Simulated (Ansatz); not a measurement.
The reference is PtGe (space group Pnma, No. 62; a = 5.819 Å, b = 3.757 Å, c = 6.175 Å). Axes: x, y, z lie along a, b, c of the conventional cell.

The values are results of Kohn–Sham DFT with the PBE functional, run in Ansatz (an electronic-structure program) with PAW and 420 eV plane waves, no spin-orbit coupling, not measurements.

For the base:

```
Quantity            Value
---------------  --------
Pressure          0.0 GPa
Volume per atom  16.87 Å³
Band gap             zero
```

One thing is altered: biaxial strain −4.77 %, plane normal [001], relaxed out of plane (Cartesian); in-plane vectors clamped, the third vector and the atoms free.

Estimate the effect on the pressure.

The pressure (mean of the normal stresses, compression positive) goes from zero to 7.0 GPa.

How does this affect the volume per atom?

The volume per atom drops by 0.61 Å³ (16.87 Å³ → 16.26 Å³).

What does the calculation give for the band gap after the change?

The band gap stays zero.

No phonon test of stability was made. All final runs are without spin polarisation.
